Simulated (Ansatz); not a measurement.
The parent structure is TlBr in the CsCl type structure (space group Pm-3m, No. 221).

```xyz
2
Lattice="3.8395 0.0000 0.0000 0.0000 3.8395 0.0000 0.0000 0.0000 3.8395" Properties=species:S:1:pos:R:3 pbc="T T T"
Tl     0.0000     0.0000     0.0000
Br     1.9198     1.9198     1.9198
```

Level of theory: LDA/PAW in Ansatz (a quantum-chemistry and plane-wave program), no spin-orbit coupling.

Before the change:

```
Quantity                        Result
-----------------------------  -------
Width of the top valence band  2.49 eV
```

One thing is altered: cell and atoms relaxed at a pressure of 0.9 GPa.

Question: Estimate the effect on the mean gap deformation potential ΔEg/Δln V.

Answer: The mean gap deformation potential ΔEg/Δln V is +3.1 eV.

Question: Estimate the effect on the width of the top valence band.

Answer: The width of the top valence band grows by 0.13 eV, from 2.49 eV to 2.62 eV.

With Tl present, leaving out spin-orbit coupling can change the band edges. Load acts through the strain it causes; cell and atoms are relaxed under it. Whether these cells are dynamically stable was not tested.
